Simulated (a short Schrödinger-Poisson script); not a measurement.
Structure: gated Al0.3Ga0.7As/GaAs δ-doped gas, at 300 K.

| layer | material | thickness (nm) | Na (cm⁻³) |
|---|---|---|---|
| 1 | Al0.3Ga0.7As | 20 | - |
| 2 | Al0.3Ga0.7As | 2 | - |
| 3 | GaAs | 6000 | 4e14 |

Constants are typed, rounded textbook-type inputs, not results; the design itself was drawn at random and stands for no fabricated device. Al0.3Ga0.7As: permittivity 12.05, conduction-band edge (eV) 0.237, gap (eV) 1.798, electron mass (mₑ) 0.0919, Nv at 300 K (cm⁻³) 9e18. GaAs: permittivity 12.9, conduction-band edge (eV) 0, gap (eV) 1.424, Nv at 300 K (cm⁻³) 9e18.

Channel valleys (confinement mass, in-plane density-of-states mass, number): Γ 0.067, 0.067, 1. At the gate the conduction-band edge of layer 1 lies 0.99 eV − eVg above the Fermi level of the channel; the field vanishes at the back. Sheet of ionised δ-doping: +3e12 e/cm² at 20 nm from the gate. The barrier under the gate holds no holes. Gaps are held at their typed values at every temperature. Mesh 0.08 nm at interfaces.

Solved with a short Schrödinger-Poisson script written for these runs: 1D Poisson equation in equilibrium, electrons quantum, Hartree (BenDaniel-Duke, 40 states a valley, the channel's in-plane mass for all, wave functions free to enter the barrier), parabolic valleys, classical holes, full ionisation, no traps, pinning or gate leakage.

The same stack at other levels of the model or other numerical settings:

```tsv
run	sheet density of all electrons at Vg = 0.5 V (cm⁻²)	sheet density of all electrons at Vg = 0 V (cm⁻²)	capacitance at Vg = 0.5 V (μF/cm²)	centroid of the channel electrons at Vg = 0.5 V (nm)	rough cost against the base
base	1.51e12	3.28e11	0.411	8.56	about 1
electrons treated as classical, Boltzmann	?	3.58e11	0.445	5.54	0.04
electrons treated as classical, Fermi-Dirac	1.54e12	3.48e11	0.404	7.55	0.1
electrons treated as quantum, Hartree plus LDA exchange-correlation	1.54e12	3.41e11	0.415	8.12	2
mesh six times as coarse	1.51e12	3.28e11	0.411	8.58	0.3
one subband a valley	?	?	0.404	5.26	0.5
```

Problem. Some entries are withheld; supply them.

Solution. 
- electrons treated as classical, Boltzmann, sheet density of all electrons at Vg = 0.5 V (cm⁻²): 1.65e12
- one subband a valley, sheet density of all electrons at Vg = 0.5 V (cm⁻²): 1.47e12
- one subband a valley, sheet density of all electrons at Vg = 0 V (cm⁻²): 2.95e11

The classical rows ignore confinement, and Boltzmann statistics overrate the density once the band edge passes the Fermi level.
